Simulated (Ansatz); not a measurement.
## Fermi-surface data of RuAl (Pm-3m)

Data:

```
AlRu
1.0
    2.97639     0.00000     0.00000
    0.00000     2.97639     0.00000
    0.00000     0.00000     2.97639
Al Ru
1 1
Direct
  0.00000   0.00000   0.00000
  0.50000   0.50000   0.50000
```

These are PBEsol with spin-orbit coupling, rigid bands (plane waves, PAW; Ansatz, a quantum-chemistry and plane-wave program) values and carry that method's errors. Condition of this run: spin-orbit coupling switched on. Geometry: cell and atoms relaxed with PBEsol.

The density of states at the Fermi level is 1.57 states/(eV·cell), both spins and the bare Sommerfeld coefficient is 1.85 mJ/(mol of atoms·K²). The drude plasma energy comes out as 7.7 eV and the root-mean-square Fermi velocity is 6.2e5 m/s. The resistivity times τ is 8.2 ×10⁻²² Ω·m·s.

A metal at this level (no band gap); rigid bands, thermally averaged at 300 K, both spins. τ is one relaxation time for all states.
